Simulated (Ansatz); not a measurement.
# Hf: response to strain

Start from Hf in the hcp (Mg type) structure (space group P6_3/mmc, No. 194; relaxed with 0.1 eV smearing).

```
CELL_PARAMETERS angstrom
      3.15801     0.00000     0.00000
     -1.57901     2.73492     0.00000
      0.00000     0.00000     5.00438
ATOMIC_POSITIONS crystal
  Hf 0.33333 0.66667 0.75000
  Hf 0.66667 0.33333 0.25000
```

Cartesian axes are those of the cell as printed.

Strains are applied to the cell and any free atomic positions relax; under biaxial strain the out-of-plane vector relaxes too.

Calculations: PBEsol, PAW, 420 eV (Ansatz, a program for electronic structure; no spin-orbit coupling), earlier PAW set.

Notes on the quantities. energy relative to the base: free energy F; pressure: mean of the normal stresses, compression positive.

| change | energy relative to the base | pressure | volume per atom |
|---|---|---|---|
| base | 0 meV/atom | 0.0 GPa | 21.61 Å³ |
| biaxial strain +0.93 %, plane normal [001], relaxed out of plane | – | -1.3 GPa | 21.87 Å³ |
| biaxial strain +4.07 %, plane normal [001], relaxed out of plane | – | -5.0 GPa | … |
| isotropic strain −1.98 % | … | 7.5 GPa | 20.35 Å³ |
| isotropic strain +0.74 % | +3.7 meV/atom | -2.4 GPa | 22.09 Å³ |
| isotropic strain +5.08 % | +157 meV/atom | -13.0 GPa | 25.07 Å³ |
| isotropic strain +5.25 % | +167 meV/atom | -13.3 GPa | 25.20 Å³ |
| uniaxial strain ε_zz = −5.26 % | +43 meV/atom | 7.2 GPa | 20.47 Å³ |
| tensor shear ε_xz = −1.12 % | … | 0.0 GPa | 21.61 Å³ |

Task: Complete the table.

Result: 
- biaxial strain +4.07 %, plane normal [001], relaxed out of plane, volume per atom: 22.76 Å³
- isotropic strain −1.98 %, energy relative to the base: +28 meV/atom
- tensor shear ε_xz = −1.12 %, energy relative to the base: +1.6 meV/atom

No phonon test of stability was made. All final runs are without spin polarisation.
